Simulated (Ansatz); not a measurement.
An Ansatz (a first-principles code) input (PBEsol (Ansatz, PAW, scalar-relativistic without spin-orbit coupling)):

Ansatz 0.2 input:
```yaml
crystal:
  lattice:
    - [0, 5.4148765098, 5.4148765098]
    - [5.4148765098, 0, 5.4148765098]
    - [5.4148765098, 5.4148765098, 0]
  atoms:
    - { symbol: Rb, position: [0.75, 0.75, 0.75] }
    - { symbol: Rb, position: [0.25, 0.25, 0.25] }
    - { symbol: In, position: [0.5, 0.5, 0.5] }
    - { symbol: In, position: [0, 0, 0] }
    - { symbol: Cl, position: [0.7665639314, 0.2334360686, 0.2334360686] }
    - { symbol: Cl, position: [0.2334360686, 0.7665639314, 0.7665639314] }
    - { symbol: Cl, position: [0.2334360686, 0.7665639314, 0.2334360686] }
    - { symbol: Cl, position: [0.7665639314, 0.2334360686, 0.7665639314] }
    - { symbol: Cl, position: [0.2334360686, 0.2334360686, 0.7665639314] }
    - { symbol: Cl, position: [0.7665639314, 0.7665639314, 0.2334360686] }
basis: { ecutwfc: 420, ecutrho_ratio: 4, xc_grid: 2, fft_grid_basis: typed }
kpoints: { mp_grid: { grid: [6, 6, 6] } }
hamiltonian:
  xc: pbesol
  dispersion: none
  pseudopotentials: { kind: paw }
scf: { occupations: { method: fermi_dirac, width: 0.05 }, convergence: { dr2_threshold: 0.000000001 } }
output: { forces: true, stress: true }
```

Problem. Which symmetry and how many k-points will the program report, and about how many plane waves at Γ?

Solution. Space group Fm-3m (ITA 225) with 48 operations, k-points 16 of 216, and 6183 plane waves at Γ.

Whether these cells are dynamically stable was not tested. The cell is RbInCl3 (space group Fm-3m, No. 225; a cell from a computed database, its experimental status unchecked).
